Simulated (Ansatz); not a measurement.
# Element substitutions in Sn

Take Sn (space group I4_1/amd, No. 141; a = 5.833 Å, c = 3.158 Å) as the base.

Each row replaces one element on all its sites; cell and atoms are relaxed.

All numbers come from PBEsol (Ansatz, a first-principles code; PAW; 420 eV plane waves; spin-orbit coupling left out), earlier PAW set.

| case | volume per atom | c/a ratio |
|---|---|---|
| base | 26.86 Å³ | 0.541 |
| Sn → Zn | 16.07 Å³ | 0.493 |
| Sn → In | 26.63 Å³ | 0.527 |
| Sn → Ge | 18.35 Å³ | 0.547 |

Stability against distortions was not tested. As relaxed here, Zn and In are hypothetical phases, not in the database extracts checked. For Ge in this form, whether it has been made was not checked. This is not the structure that Ge has at room temperature and ambient pressure.
